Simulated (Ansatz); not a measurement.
InSb: energy against strain

InSb (zinc blende, F-43m, 33.537 Å³/atom at rest) under an equal strain ε in the (001) plane with the normal axis free, as in a coherent film. LDA in Ansatz, a plane-wave DFT program (PAW, default set), 420 eV, 13×13×13 Γ-centred mesh, Fermi-Dirac smearing 0.05 eV; ions are relaxed within the symmetry of each cell.

Here s stands for strain and y for E less E0.

```
strain (%)  E less E0 (meV/atom)
----------  --------------------
-1.50                       3.03
-1.00                       1.33
-0.50                       0.33
0.00                        0.00
0.50                        0.32
1.00                        1.27
1.50                        2.82
3.00                           ?
```

**Question.** Using a parabola, estimate the missing y at s = 3.00 from the other rows, showing the fit.

**Answer.** Least squares gives y = 0.000 - 0.0543·s + 1.3000·s². Residuals (row less fit): 0.024, -0.024, -0.022, 0.000, 0.022, 0.024, -0.024; standard error 0.029 (degrees of freedom: 4). Twice the quadratic coefficient over the volume, 2 × 1.3000 meV × 10⁴ × 0.1602 / 33.537 Å³, is twice the biaxial elastic modulus of this plane = 124 ± 1.2 GPa. At the withheld row, y = 0.000 - 0.0543 × 3.0 + 1.3000 × 3.0² = 11.537 meV/atom. The calculation gives 10.92 meV/atom, 0.617 meV/atom below the prediction (5.7 % of the range of y in the table). The row lies outside the fitted rows, so this is an extrapolation. From the scatter of the fitted rows alone, a prediction at this place has a standard error of 0.109 meV/atom, so the miss is 5.7 times that.

One order more, fitted to all 13 runs of the series, follows each within 0.01, so the miss is the next term of a smooth law. This level leaves no gap over 0.05 eV at strain -1.50, -1.00, -0.50, 0.00, 0.50, where the mesh may be coarse. Rows are the converged runs of the series near zero and its far end; series whose fitted rows scatter by over a few per cent of the range, as at a crossing or softening among them, aren't shown in this form. Most that stay on the fit to the last digits aren't either.
